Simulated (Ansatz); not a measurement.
The starting structures come from a database of crystals and need not be the phases stable at ambient conditions.

 Where the default PAW files enter, the runs use the earlier of Ansatz's two default sets.

# Evanescent states of NaBH4 (P4_2/nmc, not sure to be the ambient phase, 12 atoms a cell, 8.6 Å³ an atom) along the normal of (100)

Computed with r2SCAN (plane waves, PAW; Ansatz, a program for electronic structure).

The gap is the functional's own, uncorrected, and κ follows it; spin-orbit coupling is left out. Mid-gap values are interpolated between the computed energies.

Energies count from the valence-band top; κ is the least over a 8×6 mesh across the current.

| E (eV) | κ (1/Å) | where |
|---|---|---|
| 0.15 | 0.148 | Γ |
| 0.47 | 0.246 | Γ |
| 0.78 | 0.304 | Γ |
| 1.08 | 0.346 | Γ |
| 1.40 | 0.377 | Γ |
| 1.71 | 0.401 | Γ |
| 2.02 | 0.416 | off Γ |
| 2.33 | 0.419 | off Γ |
| 2.63 | 0.420 | off Γ |
| 2.94 | 0.418 | off Γ |
| 3.25 | 0.415 | off Γ |
| 3.56 | 0.409 | off Γ |
| 3.88 | 0.401 | off Γ |
| 4.18 | 0.391 | off Γ |
| 4.50 | 0.378 | off Γ |
| 4.80 | 0.363 | off Γ |
| 5.12 | 0.344 | off Γ |
| 5.42 | 0.321 | off Γ |
| 5.74 | 0.294 | off Γ |
| 6.04 | 0.259 | off Γ |
| 6.36 | 0.207 | off Γ |
| 6.67 | 0.118 | off Γ |

Question: How thick must the barrier be to attenuate the transmission by 10^4 when the electrodes' Fermi level lies at 5.12 eV, and what attenuation does that film give at 2.63 eV?

Answer: d = 4 ln 10 / (2 × 0.344) = 13.4 Å. At 2.63 eV it gives 4 × 0.420/0.344 = 4.9 decades.
